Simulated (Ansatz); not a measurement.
The parent structure is TeO₂ in the fluorite structure (space group Fm-3m, No. 225; a = 5.324 Å; a hypothetical phase, not in the database extracts checked). Axes: x, y, z lie along the cube axes.

One thing is altered: compressive biaxial strain of 1.78 % in the plane normal to [111], as in epitaxy on a mismatched substrate; the out-of-plane cell vector and the atoms relax.

Levels (all Ansatz, a first-principles code, PAW): PBEsol (420 eV, scalar-relativistic without spin-orbit coupling); r2SCAN (500 eV, no spin-orbit coupling); HSE06 (420 eV, no spin-orbit coupling).

One geometry, relaxed with PBEsol, under each level:

```json
[
 {"level": "PBEsol", "band gap": "0.70 eV", "lowest conduction level above the VBM at special points": "F 1.19 eV; Γ 1.44 eV; S₀ 3.16 eV; S₂ 3.16 eV", "hole mass": "0.91 mₑ along k, 1.1 mₑ across (at T)", "pressure": "2.60 GPa"},
 {"level": "r2SCAN", "band gap": "…", "lowest conduction level above the VBM at special points": "…", "hole mass": "…", "pressure": "…"},
 {"level": "HSE06", "band gap": "1.59 eV", "lowest conduction level above the VBM at special points": "F 2.09 eV; Γ 2.33 eV; S₀ 4.15 eV", "hole mass": "–", "pressure": "–"}
]
```

Task: Give the withheld r2SCAN results.

Result: 
- r2SCAN, band gap: 0.98 eV
- r2SCAN, lowest conduction level above the VBM at special points: F 1.48 eV; Γ 1.70 eV; S₀ 3.46 eV; S₂ 3.46 eV
- r2SCAN, hole mass: 0.83 mₑ along k, 1.1 mₑ across (at T)
- r2SCAN, pressure: 3.91 GPa

Single points use the geometry relaxed with PBEsol. Their cutoffs differ, which shifts pressures a little. HSE06 was sampled on its mesh, a few special points and the semilocal edge points, so its gap is an upper bound. Spin-orbit coupling, missing from the scalar runs, can matter with Te. Effective masses come from finite differences of ±0.01 Å⁻¹. Along k means along the line from Γ to the band edge. Stability against distortions was not tested. Labels are those of the standard path for the cell's own space group.
